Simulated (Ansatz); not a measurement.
Base system: ZnF₂ in the CdCl2 type structure (space group R-3m, No. 166; a = 3.151 Å, c = 11.857 Å (hexagonal axes); a hypothetical phase, not in the database extracts checked). Axes: x lies along a and z along c of the hexagonal cell.

All numbers come from r2SCAN+rVV10 in Ansatz (plane waves to 500 eV, PAW, no spin-orbit coupling).

Strains are applied to the cell and any free atomic positions relax; under biaxial strain the out-of-plane vector relaxes too.

One change was made to it. Results:

The shortest interatomic distance goes up by 0.0544 bohr, from 3.864 bohr to 3.919 bohr; the energy increases by 11 meV/atom; the smallest direct gap decreases by 0.08 eV to 4.65 eV; the band gap falls by 0.241 eV to 4.36 eV.

Question: What was done to the base?
A. biaxial strain +3.69 %, plane normal [001], relaxed out of plane
B. isotropic strain +0.33 %
C. strain tensor (xx, yy, zz, yz, xz, xy) = (−0.69, +0.54, −0.27, −0.23, −2.02, +0.25) %

Answer: A, biaxial strain +3.69 %, plane normal [001], relaxed out of plane. For comparison, the band gap in the other runs: strain tensor (xx, yy, zz, yz, xz, xy) = (−0.69, +0.54, −0.27, −0.23, −2.02, +0.25) % gives 4.58 eV; isotropic strain +0.33 % gives 4.59 eV.

Whether these cells are dynamically stable was not tested.

Ansatz is a quantum-chemistry and plane-wave program.
